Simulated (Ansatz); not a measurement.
Defect: Al vacancy in wurtzite AlN with all lengths changed by +1 %, charge state -3. The step: one Al atom jumps into the vacancy from a nearby Al site; the atom moves 3.08 Å along (-0.97, 0.00, 0.00) of the unit cell; the moving atom starts with neighbours N at 1.81, N at 1.92, N at 1.94, N at 1.96 Å and ends with N at 1.81, N at 1.92, N at 1.94, N at 1.96 Å. DFT values are from Ansatz (plane-wave PAW, 420 eV unless said) in a cell of 72 host sites, spin-restricted, static, with no finite-size correction. The charge state is imposed; whether it is stable for some Fermi level was not computed. Forms of the defect that were not tried may lie lower. For the PBE band: the saddle point's order was not checked, and it lies on a symmetry element of the cell, where a band can be held.

```json
[
 {"Level": "CHGNet universal potential (has no charge state), its own band", "Forward barrier (eV)": "1.80", "Cost of the band or of the saddle's single point": "-"},
 {"Level": "PBE, a 2×2×2 k-point mesh shifted by half a step along c, band relaxed", "Forward barrier (eV)": "2.42", "Cost of the band or of the saddle's single point": "very roughly 30 core-minutes"}
]
```

Ansatz is an electronic-structure program.
